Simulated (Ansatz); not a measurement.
Worked example: self-consistent single point of Al₂Ru (C2, 6 atoms in the cell) in Ansatz (a program for electronic structure).

Computed with LDA (PW92), default PAW files made with PBE (plane waves; Ansatz).

The change in words: lattice scaled by 0.98; basis.ecutrho_ratio: default → 16. Reference geometry:
```
CELL_PARAMETERS angstrom
      0.00000     4.00978     4.41348
      2.36424     0.00000     4.41348
      2.36424     4.00978     0.00000
ATOMIC_POSITIONS crystal
  Al 0.07906 0.42094 0.07906
  Al 0.42094 0.07906 0.42094
  Al 0.17094 0.82906 0.17094
  Al 0.82906 0.17094 0.82906
  Ru 0.75566 0.75566 0.74434
  Ru 0.50000 0.50000 0.50000
```

Reference input (self-consistent single point, DFT, LDA (PW92), plane waves, default PAW files made with PBE): basis.ecutwfc = 420 eV; kpoints.mp_grid.grid = 5 5 5; hamiltonian.xc = lda; hamiltonian.pseudopotentials = {kind: paw} (the program's default PAW files); scf.occupations.method = fermi_dirac; scf.occupations.width = 0.1 eV. This run's input differs from it in these lines:

Ansatz 0.2 input:
```diff
@@ -3,5 +3,5 @@
   lattice:
-    - [0.00000000, 4.00978400, 4.41348300]
-    - [2.36423700, 0.00000000, 4.41348300]
-    - [2.36423700, 4.00978400, 0.00000000]
+    - [0.00000000, 3.92958800, 4.32521300]
+    - [2.31695200, 0.00000000, 4.32521300]
+    - [2.31695200, 3.92958800, 0.00000000]
   atoms:
@@ -15,2 +15,3 @@
   ecutwfc: 420.0
+  ecutrho_ratio: 16
 kpoints:
```

Output, abridged:

```
SCF iter   1: F=—  HF=-13572.302893 eV  |F-HF|=—  |Δ(HF+E_count)|=         —  Δρ=6.20e-3  dr2=2.11e-2  ethr=1.77e-3  ⟨swp⟩=6.7  Hψ=5109  notcnv=0
all-band conjugate gradients solve this SCF's bands
preconditioner: auto → none
SCF iter   2: F=—  HF=-13572.299553 eV  |F-HF|=—  |Δ(HF+E_count)|=   3.34e-3  Δρ=2.57e-3  dr2=2.04e-3  ethr=4.79e-5  ⟨swp⟩=1.8  Hψ=1848  notcnv=0
SCF iter   3: F=—  HF=-13572.299339 eV  |F-HF|=—  |Δ(HF+E_count)|=   2.14e-4  Δρ=5.15e-4  dr2=8.40e-5  ethr=4.64e-6  ⟨swp⟩=1.6  Hψ=1531  notcnv=0
SCF iter   4: F=—  HF=-13572.299347 eV  |F-HF|=—  |Δ(HF+E_count)|=   7.67e-6  Δρ=1.21e-4  dr2=2.82e-5  ethr=1.91e-7  ⟨swp⟩=2.0  Hψ=1768  notcnv=0
SCF iter   5: F=—  HF=-13572.299339 eV  |F-HF|=—  |Δ(HF+E_count)|=   7.89e-6  Δρ=3.52e-5  dr2=7.59e-7  ethr=6.41e-8  ⟨swp⟩=2.0  Hψ=1614  notcnv=0
SCF iter   6: F=-13572.299339 eV  HF=-13572.299339 eV  |F-HF|=1.09e-8  |Δ(HF+E_count)|=   7.27e-8  Δρ=6.59e-6  dr2=2.46e-8  ethr=2.27e-10  ⟨swp⟩=5.2  Hψ=4671  notcnv=0
SCF 1 converged in 6 iterations: F = -13572.299339 eV  dr2 = 2.46e-8
Free energy (F): -13572.299339 eV
Internal energy: -13572.292300 eV  (E = F + TS)
E sigma→0 (E₀):  -13572.295819 eV
Entropy (-TS):   -0.007039 eV (-1.173 meV/atom)
Fermi energy:    14.640463 eV
--- Forces (eV/Å), atoms counted from 1 ---
  atom   1  Al    -0.01901737     0.00129596     0.06094565
  atom   2  Al     0.01901737    -0.00129596     0.06094565
  atom   3  Al    -0.11631492    -0.01069506     0.23603775
  atom   4  Al     0.11631492     0.01069506     0.23603775
  atom   5  Ru     0.00000000    -0.00000000    -0.86774508
  atom   6  Ru    -0.00000000     0.00000000     0.27394498
--- Stress (GPa, compression-positive) ---
        3.863389       0.011949      -0.000000
        0.011949       3.834264       0.000000
       -0.000000       0.000000       4.374196
  P = ⅓ Tr σ = 4.0239 GPa (40.239 kbar)
  The stress holds the Pulay correction. Without it, at fixed plane waves, as pw.x and ABINIT print it: P = 3.9704 GPa
```

The run converged in 6 iterations. Against the reference run the free energy falls by 9.3 meV/atom, the pressure goes from -7.05 to 4.02 GPa and the largest force goes from 0.709 to 0.868 eV/Å.

The starting cell comes from a database of computed structures (which also holds hypothetical and non-ambient phases and stackings), without a prior relaxation at this level. Its lattice was rescaled by up to half a per cent. One atom was moved a little off its site on purpose. For this run, on top of that: lattice scaled by 0.98. Spin polarisation is off. Ansatz's pressure includes its estimate of the finite-basis (Pulay) stress.
